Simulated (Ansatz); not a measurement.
Base system: TlBr in the CsCl type structure (space group Pm-3m, No. 221).

```yaml
crystal:
  lattice:
    - [3.83953, 0.00000, 0.00000]
    - [0.00000, 3.83953, 0.00000]
    - [0.00000, 0.00000, 3.83953]
  atoms:
    - { symbol: Tl, position: [0.00000, 0.00000, 0.00000] }
    - { symbol: Br, position: [0.50000, 0.50000, 0.50000] }
```

Calculations: LDA (Ansatz, a first-principles code; PAW; 420 eV plane waves; spin-orbit coupling left out).

Strains are applied to the cell and any free atomic positions relax.

One change was made to it. Results:

```csv
quantity,base,after
hole mass,"0.16 mₑ along k, 0.39 mₑ across (at X)","0.15 mₑ along k, 0.38 mₑ across (at X)"
electron mass,"0.12 mₑ along k, 0.19 mₑ across (at X)","0.11 mₑ along k, 0.18 mₑ across (at X)"
energy relative to the base (free energy F),0 meV/atom,+0.7 meV/atom
```

Q: What was done to the base?
(A) isotropic strain −2.00 %
(B) isotropic strain −0.50 %
(C) isotropic strain +1.50 %

A: B, isotropic strain −0.50 %. For comparison, the electron mass in the other runs: isotropic strain +1.50 % gives 0.13 mₑ along k, 0.19 mₑ across (at X); isotropic strain −2.00 % gives 0.20, 0.29, 0.29 mₑ (at R).

With Tl present, leaving out spin-orbit coupling can change the band edges. The levels and masses belong to the bands next to the band gap. Effective masses come from finite differences of ±0.01 Å⁻¹. Along k means along the line from Γ to the band edge. Whether these cells are dynamically stable was not tested.
